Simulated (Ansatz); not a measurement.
Take HgTe in the zinc blende structure (space group F-43m, No. 216) as the base.

```
CELL_PARAMETERS angstrom
      0.00000     3.21750     3.21750
      3.21750     0.00000     3.21750
      3.21750     3.21750     0.00000
ATOMIC_POSITIONS crystal
  Hg 0.00000 0.00000 0.00000
  Te 0.25000 0.25000 0.25000
```

Cartesian axes are those of the cell as printed.

Calculations: LDA in Ansatz (plane waves to 420 eV, PAW, spin-orbit coupling left out).

Before the change:

Pressure: 0.0 GPa
Volume per atom: 33.31 Å³

Perturbation: tensile biaxial strain of 0.42 % in the plane normal to [111], as in epitaxy on a mismatched substrate; the out-of-plane cell vector and the atoms relax.

Predict the new pressure and volume per atom.

The pressure (mean of the normal stresses, compression positive) goes from zero to -0.2 GPa; the volume per atom increases by 0.16 Å³ to 33.47 Å³.

No phonon test of stability was made. The final runs are not spin-polarised. Gaps under 0.05 eV, about the width of the smearing, are given as zero.

Ansatz is a quantum-chemistry and plane-wave program.
